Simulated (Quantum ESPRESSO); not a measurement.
# Equation of state of bcc Nb (space group 229): energy against volume (Quantum ESPRESSO, PBE)

```
CELL_PARAMETERS angstrom
     -1.62066     1.62066     1.62066
      1.62066    -1.62066     1.62066
      1.62066     1.62066    -1.62066
ATOMIC_POSITIONS crystal
  Nb 0.00000 0.00000 0.00000
```

Method: PBE, GBRV 1.5 ultrasoft (PBE) pseudopotentials (plane waves; Quantum ESPRESSO). Settings: ecutwfc = 52 Ry; ecutrho = 416 Ry; occupations = smearing; smearing = fd; degauss = 0.0036749 Ry; potentials = {Nb: nb_pbe_v1.uspp.F.UPF}; K_POINTS = automatic 25 25 25 0 0 0; conv_thr = 1e-10 Ry. The cell above is the first row's. The rows scale it uniformly. In all rows the k mesh is held. E is the free energy at the stated smearing, counted from the lowest row.

```csv
V (Å^3/atom),E (meV/atom)
17.027,?
17.397,16.49
17.767,3.85
18.137,0.00
18.508,4.16
18.878,15.60
19.248,33.68
19.618,57.79
19.988,87.36
```

Problem. Using the third-order Birch-Murnaghan form, a cubic in V^(-2/3), estimate the missing E at V = 17.027 from the other rows, showing the fit.

Solution. With u = V^(-2/3) - 0.142, the rows have u = 0.006942, 0.004867, 0.002863, 0.000920, -0.000953, -0.002767, -0.004523, -0.006225. Least squares gives E = 8.872 - 6073.19·u + 1041974·u² - 1294109·u³. Residuals (row less fit): -0.003, 0.003, 0.005, -0.006, -0.007, -0.002, 0.013, -0.007; standard error 0.009 (degrees of freedom: 4). Its minimum lies at u = 0.002930, so V0 = (0.144930)^(-3/2) = 18.12. There d²E/du² = 2061000 and d³E/du³ = -7765000, so B0 = (4/9) × 18.12^(-7/3) × 2061000 × 0.160218 = 170 GPa (the last factor turns the table's units into GPa), and B0' = 4 + (2/3) × 0.144930 × (-7765000)/2061000 = 3.6. The program's pressures in the fitted runs (not shown) pass through zero at V = 18.11, 0.08 % from this V0. At the withheld row, u = 0.009092, so E = 8.872 - 6073.19 × 0.009092 + 1041974 × 0.009092² - 1294109 × 0.009092³ = 38.816 meV/atom. The calculation gives 38.74 meV/atom, 0.076 meV/atom below the prediction (0.1 % of the range of E in the table). The row lies outside the fitted rows, so this is an extrapolation. From the scatter of the fitted rows alone, a prediction at this place has a standard error of 0.028 meV/atom, so the miss is 2.7 times that.

Carrying the step between the two nearest rows on in a straight line would have given 29.13, off by 9.61; series whose last step already gives the withheld value aren't shown. The scan was laid around a cell of about the measured size, scaled by a guess for this functional. Spin polarisation is off. Cutoffs and mesh are single choices, not tested for convergence of this quantity. Series with a scatter that would blur these digits, or in which a gap closes, are not shown. Nor are scans whose minimum lies at an end fitted in this form.
